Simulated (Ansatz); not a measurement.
## CdS: response to strain

Base system: CdS in the wurtzite structure (space group P6_3mc, No. 186).

```yaml
crystal:
  lattice:
    - [4.19625, 0.00000, 0.00000]
    - [-2.09812, 3.63406, 0.00000]
    - [0.00000, 0.00000, 6.82952]
  atoms:
    - { symbol: Cd, position: [0.66667, 0.33333, 0.49977] }
    - { symbol: Cd, position: [0.33333, 0.66667, 0.99977] }
    - { symbol: S, position: [0.66667, 0.33333, 0.12323] }
    - { symbol: S, position: [0.33333, 0.66667, 0.62323] }
```

Cartesian axes are those of the cell as printed.

Strains are applied to the cell and any free atomic positions relax.

Method: PBE (Ansatz, a first-principles code, PAW, no spin-orbit coupling).

Notes on the quantities. pressure: mean of the normal stresses, compression positive.

| change | pressure | width of the top valence band | volume per atom |
|---|---|---|---|
| base | 0.00 GPa | 1.55 eV | 26.04 Å³ |
| uniaxial strain ε_zz = −3.00 % | (withheld) | 1.66 eV | 25.26 Å³ |
| uniaxial strain ε_zz = −2.40 % | 1.35 GPa | 1.63 eV | 25.41 Å³ |
| uniaxial strain ε_zz = −1.80 % | 1.00 GPa | (withheld) | 25.57 Å³ |
| uniaxial strain ε_zz = −1.20 % | 0.66 GPa | 1.58 eV | 25.72 Å³ |
| uniaxial strain ε_zz = −0.60 % | 0.32 GPa | 1.57 eV | 25.88 Å³ |

**Question.** Some entries are withheld; estimate them.

**Answer.** 
- uniaxial strain ε_zz = −3.00 %, pressure: 1.71 GPa
- uniaxial strain ε_zz = −1.80 %, width of the top valence band: 1.60 eV

The levels and masses belong to the bands next to the band gap. Whether these cells are dynamically stable was not tested.
